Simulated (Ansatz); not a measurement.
Base system: KZnF$_{3}$ in the cubic perovskite structure (space group Pm-3m, No. 221).

```xyz
5
Lattice="4.0523 0.0000 0.0000 0.0000 4.0523 0.0000 0.0000 0.0000 4.0523" Properties=species:S:1:pos:R:3 pbc="T T T"
K      0.0000     0.0000     0.0000
Zn     2.0261     2.0261     2.0261
F      2.0261     0.0000     2.0261
F      0.0000     2.0261     2.0261
F      2.0261     2.0261     0.0000
```

Calculations: plane-wave PAW DFT at the PBEsol level (Ansatz, a quantum-chemistry and plane-wave program, 420 eV), spin-orbit coupling left out.

One change was made to it. Results:

The lattice parameter a drops by 0.0735 Å to 3.979 Å; the gap character remains indirect, R → Γ.

Question: Which change produced these results?
A. pressure 5 GPa
B. pressure 0.3 GPa
C. pressure 10 GPa

Answer: A, pressure 5 GPa. For comparison, the lattice parameter a in the other runs: pressure 10 GPa gives 3.921 Å; pressure 0.3 GPa gives 4.047 Å.

Load acts through the strain it causes; cell and atoms are relaxed under it. No phonon test of stability was made. No other phases were tried under pressure. Many cubic perovskites are stable only at high temperature; tilts and polar distortions were not tested.
